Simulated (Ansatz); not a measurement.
Fluorite NiSi2, treated with PBE in Ansatz (PAW).

Numerical settings: plane-wave cutoff 520 eV, 12×12×12 k mesh, Fermi–Dirac smearing 0.1 eV, perturbation theory, force constants from a 4×4×4 q mesh, no spin polarisation, scalar-relativistic PAW data made under PBE.

Computed at the level's own relaxed cell.

```xyz
3
Lattice="0.0000 2.7226 2.7226 2.7226 0.0000 2.7226 2.7226 2.7226 0.0000" Properties=species:S:1:pos:R:3 pbc="T T T"
Si     1.3613     1.3613     1.3613
Si     4.0840     4.0840     4.0840
Ni     0.0000     0.0000     0.0000
```

Harmonic phonon frequencies (cm⁻¹; i marks an imaginary mode):

```
q point                    frequencies
-------  -----------------------------
Γ        0 0 0 296 296 296 311 311 311
```

Ansatz is a quantum-chemistry and plane-wave program.
